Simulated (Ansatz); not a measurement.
Faces of ceria in 1x1 cells, as slabs relaxed from ideal cuts; for each face the lowest of the symmetric, stoichiometric cuts and spin starts that were computed. The slabs keep the symmetry of their cuts; real faces may buckle, or reconstruct in larger cells. No spin-orbit coupling, no Hubbard U.

Level of theory: PBE (plane waves to 420 eV, PAW; Ansatz, a quantum-chemistry and plane-wave program).

```
face   cell area (Å²)  outermost plane spacing of the ideal cut (Å)  γ unrelaxed (J/m²)  γ relaxed (J/m²)  ionisation potential, top face (eV)
-----  --------------  --------------------------------------------  ------------------  ----------------  -----------------------------------
(110)           21.11                                          1.93                1.25               ___                                  ___
(111)           12.93                                          0.79                0.68              0.67                                 6.38
(211)           36.57                                          1.12                2.02              1.19                                  ___
```

Question: Fill in the missing entries.

Answer: 
- (110), γ relaxed (J/m²): 1.00
- (110), ionisation potential, top face (eV): 5.41
- (211), ionisation potential, top face (eV): 5.70
